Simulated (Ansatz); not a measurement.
Ge (diamond structure), cut as (100) film, 9 layers, dihydride; geometry relaxed with PBE. The relaxation kept the symmetry of its start, so a lower minimum of less symmetry isn't excluded. The in-plane lattice is held at the bulk value. With Ansatz (a first-principles code) with PBE the gap on the k-mesh of the run is 1.08 eV. k-points: Γ-centred 7×7×1 mesh; occupations: Fermi-Dirac, 0.020 eV; spin polarisation not allowed. Spin-orbit coupling is left out.

Task: What gap does HSE06 run with Ansatz give on the same geometry and mesh?

Result: 1.72 eV, wider by 0.64 eV.
